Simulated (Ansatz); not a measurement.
**Effect of isotropic strain −2.00 % on Sn**

Start from Sn in the diamond structure (space group Fd-3m, No. 227; a = 6.540 Å; relaxed with 0.1 eV smearing).

The change: the cell is scaled by 0.9800 in all directions, atoms relaxed at fixed cell.

Level of theory: Ansatz (an electronic-structure program), PBEsol, PAW, cutoff 420 eV, no SOC. Settings: 15×15×15 k-points, 0.1 eV Fermi–Dirac smearing.

The volume per atom decreases by 2.06 Å³ (34.97 Å³ → 32.91 Å³) and the space group remains Fd-3m (No. 227). The shortest interatomic distance decreases by 0.057 Å, from 2.832 Å to 2.775 Å and the energy goes up by 18 meV/atom. The pressure goes from zero to 2.9 GPa and the band gap remains zero.

Cost of the whole job for the changed cell (relaxation, final SCF and bands): roughly 18 core-seconds.

No phonon test of stability was made.
